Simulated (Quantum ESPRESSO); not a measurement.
# A short convergence ladder for Ga (Cm, 4 atoms in the cell)

```xyz
4
Lattice="2.2487 -3.8108 0.0000 2.2487 3.8108 0.0000 0.0000 0.0000 4.5073" Properties=species:S:1:pos:R:3 pbc="T T T"
Ga     2.2487     2.6302     4.1923
Ga     2.2487     1.1806     1.8886
Ga     2.2487    -1.1806     2.6188
Ga     2.2487    -2.6302     0.3651
```

Base method: PBEsol, SSSP 1.1.2 efficiency (PBE) pseudopotentials (plane waves; Quantum ESPRESSO 7.5).

Base settings: ecutwfc = 70 Ry; ecutrho = 560 Ry; occupations = smearing; smearing = gauss; degauss = 0.0073499 Ry; input_dft = pbesol; potentials = {Ga: Ga.pbe-dn-kjpaw_psl.1.0.0.UPF}; K_POINTS = automatic 3 3 3 0 0 0; conv_thr = 1e-09 Ry.

The count of work is k-points × plane waves × bands × iterations; it is no time. Core times come from one kind of shared machine, to one figure; runs under 30 s give none.

**The plane-wave cutoff**

Moved along: ecutrho.

The mesh stays at the base's, so the ladder's end is converged at best in this setting alone.

Only quantities that move along the ladder and can be compared are tabulated.

```tsv
ecutwfc	free energy less the last step's (meV/atom)	pressure (GPa)	largest difference of a force vector from the last step's (eV/Å)	count of work / last	core time / last (rough)
24 Ry	796.49	-12.81	0.188	0.069	0.1
32 Ry	322.01	1.10	0.140	0.11	0.2
38 Ry	171.71	-3.16	0.096	0.18	0.2
70 Ry	2.98	-0.60	0.000	0.68	0.7
94 Ry	0.00	-0.46	0.000	1.0	1
```

Coarsest ecutwfc that holds the forces within 0.005 eV/Å of the last step, with all finer ones: 70 Ry; the step before is off by 0.096 eV/Å.

Coarsest ecutwfc that holds the free energy within 5 meV/atom: not settled: the last two steps still differ by 3.0 meV/atom, over half the tolerance, so the ladder does not show it.

Coarsest ecutwfc that holds the pressure within 0.5 GPa of the last step, with all finer ones: 70 Ry; the step before is off by 2.7 GPa.

At the lowest cutoff the pressure lies 12.4 GPa under the last step's, the usual sign of Pulay stress in an incomplete plane-wave basis.

On the base run: the starting cell has typed, rounded lattice constants, without a prior relaxation at this level. Its lattice was rescaled by up to half a per cent. One atom was moved a little off its site on purpose. Without a gap this mesh is coarse (it stands for a supercell whose shortest vector is 13 Å).
